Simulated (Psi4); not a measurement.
Psi4 1.11, B3LYP/def2-svp: Sn(F)2(SiH3)2 ([F][Sn]([F])([SiH3])[SiH3]), 11 atoms. The geometry is a generated start, not checked to be a minimum at this level.

```
Quantity                                              Value
--------------------------  -------------------------------
task                                                 energy
method                                                b3lyp
basis                                              def2-svp
memory                                                 3 GB
maxiter                                                 100
keys of the molecule block                      symmetry c1
scf_type                                       df (default)
e_convergence                               1e-06 (default)
d_convergence                               1e-06 (default)
dft_radial_points                              75 (default)
dft_spherical_points                          302 (default)
effective core potentials   those of the basis set, past Kr
basis functions                                         120
grid points                                          237224
```

```xyz
11

F     -0.0234     1.8291     0.9331
Sn     0.0042    -0.0328     0.0016
F     -0.3066     0.3400    -2.0235
Si     2.6419    -0.0223    -0.2391
Si    -2.5714    -0.4283     0.4618
H      2.9741    -0.0076    -1.6635
H      3.1186    -1.2715     0.3865
H      3.1574     1.1414     0.4828
H     -3.1984     0.8650     0.7332
H     -3.1402    -1.1004    -0.7076
H     -2.6563    -1.3126     1.6348
```

With the defaults (diis = true, scf_initial_accelerator = adiis, damping_percentage = 0, soscf = false, soscf_start_convergence = 0.01, guess = auto, which took SAD, diis_max_vecs = 10, level_shift = 0, level_shift_cutoff = 0.01) it converges in 9 SCF iterations. One run each on 2 threads, with these changes:
- soscf = true, soscf_start_convergence = 0.001
- scf_initial_accelerator = none
- scf_initial_accelerator = ediis
- guess = sapgau
- level_shift = 0.1, level_shift_cutoff = 0.001
- damping_percentage = 20
- diis_max_vecs = 3
- diis = false, scf_initial_accelerator = none, damping_percentage = 60
- guess = sap

Name the settings that don't reach the solution of the defaults.

No convergence: diis = false, scf_initial_accelerator = none, damping_percentage = 60 (the run ends without SCF convergence in 100 iterations). The rest reach the solution of the defaults.

```tsv
setting	SCF iterations	JK calls	end
soscf = true, soscf_start_convergence = 0.001	7	18	same solution
the defaults	9	10	same solution
scf_initial_accelerator = ediis	9	10	same solution
level_shift = 0.1, level_shift_cutoff = 0.001	9	10	same solution
scf_initial_accelerator = none	9	10	same solution
guess = sap	11	11	same solution
guess = sapgau	15	15	same solution
diis_max_vecs = 3	16	17	same solution
damping_percentage = 20	20	21	same solution
diis = false, scf_initial_accelerator = none, damping_percentage = 60	100	101	no convergence
```

An SOSCF iteration holds several JK calls; a Hückel guess adds calls on atoms.
